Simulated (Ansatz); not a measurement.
SrTiO3 (I4/mcm, No. 140, 10 atoms in the cell; start COD 2310687)

These are r²SCAN (plane waves, PAW; Ansatz, an electronic-structure program) values and carry that method's errors.

Numerical settings: plane-wave cutoff 560 eV, 10×10×10 k mesh, Fermi–Dirac smearing 0.01 eV, no spin polarisation, scalar-relativistic PAW data made under PBE.

Cell (relaxed at this level):

Space group I4/mcm (No. 140); a = b = 5.5186 Å, c = 7.8285 Å, α = β = γ = 90.00°

```
atom  site  symmetry       x       y       z
----  ----  --------  ------  ------  ------
Sr      4b      -42m  0.0000  0.5000  0.2500
O       4a       422  0.0000  0.0000  0.2500
Ti      4c     4/m..  0.0000  0.0000  0.0000
O       8h      m.2m  0.2671  0.2329  0.0000
```
(The calculation used a cell of 10 atoms; values per cell refer to that cell.)

```
Item                            Value
--------  ---------------------------
band gap  2.32 eV (on the SCF k mesh)
```

Note: the relaxation could not lower the start's symmetry, so the cell can be a saddle point above a distorted one.

Spin–orbit coupling is not included.

The computed numbers hold no vibrational or temperature effects.

Computing time: about 9 core-minutes (a rough figure).
